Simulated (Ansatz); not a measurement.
# Hypothetical rock salt BeTe: response to strain

Consider BeTe in the rock salt structure (space group Fm-3m, No. 225; a hypothetical phase, not in the database extracts checked).

```xyz
2
Lattice="0.0000 2.6509 2.6509 2.6509 0.0000 2.6509 2.6509 2.6509 0.0000" Properties=species:S:1:pos:R:3 pbc="T T T"
Te     0.0000     0.0000     0.0000
Be     2.6509     2.6509     2.6509
```

Strains are applied to the cell and any free atomic positions relax.

All numbers come from PBEsol, PAW, 420 eV (Ansatz, a first-principles code; no spin-orbit coupling).

| isotropic strain (%) | pressure (GPa) |
|---|---|
| -0.79 | 1.8 |
| 0 | 0.0 |
| 1.04 | ? |
| 2.49 | -4.6 |
| 4.72 | -7.6 |

Q: Fit P = P₀ − Bδ + Cδ² with δ = (1 + ε)³ − 1 to the rows shown and predict the withheld row.

A: Least squares on the printed values gives P₀ = 0.0 GPa, B = 70.8 GPa, C = 131 GPa (largest residual 0.0 GPa); this predicts -2.1 GPa, and the run gives -2.1 GPa, in agreement.

Whether these cells are dynamically stable was not tested. The final runs are not spin-polarised.
